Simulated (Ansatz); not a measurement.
## Hf: Hf → Sc

Consider Hf in the hcp (Mg type) structure (space group P6_3/mmc, No. 194; a = 3.1590 Å, c = 4.9998 Å).

Modification: every Hf is replaced by Sc, then cell and atoms are relaxed.

All numbers come from PBEsol in Ansatz (plane waves to 420 eV, PAW, scalar-relativistic without spin-orbit coupling), earlier PAW set. k-mesh 16×16×9 (Γ-centred); smearing 0.05 eV (Fermi–Dirac), for the changed cell.

```tsv
quantity	base	changed	shift
volume per atom	21.60 Å³	23.65 Å³	+2.044 Å³
density	13.72 g/cm³	3.16 g/cm³	-10.56 g/cm³
lattice parameter a	3.159 Å	3.277 Å	+0.118 Å
c/a ratio	1.583	1.552	-0.031
space group	P6_3/mmc (No. 194)	P6_3/mmc (No. 194)	–
band gap	zero	zero	–
```

Final structure:

```
Sc
1.0
    3.27710     0.00000     0.00000
   -1.63855     2.83806     0.00000
    0.00000     0.00000     5.08553
Sc
2
Cartesian
  0.00000   1.89204   3.81415
  1.63855   0.94602   1.27138
```

Whether these cells are dynamically stable was not tested. The final runs are not spin-polarised.

Ansatz is a quantum-chemistry and plane-wave program.
